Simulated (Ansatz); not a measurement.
The reference is BaZrO3 in the cubic perovskite structure (space group Pm-3m, No. 221; a = 4.205 Å).

The values are results of plane-wave PAW DFT at the r2SCAN level (Ansatz, a first-principles code, 500 eV), without spin-orbit coupling, not measurements.

Base values:

```
Quantity     Value
--------  --------
Band gap   3.73 eV
Pressure  0.01 GPa
```

One thing is altered: the cell is scaled by 1.0352 in all directions, atoms relaxed at fixed cell.

Q: What does the calculation give for the energy relative to the base, band gap and pressure after the change?

A: The energy rises by 75 meV/atom; the band gap falls by 0.29 eV (3.73 eV → 3.44 eV); the pressure decreases by 13.505 GPa (0.01 GPa → -13.50 GPa).

The cells carry an imposed strain or load. Stability against distortions was not tested.
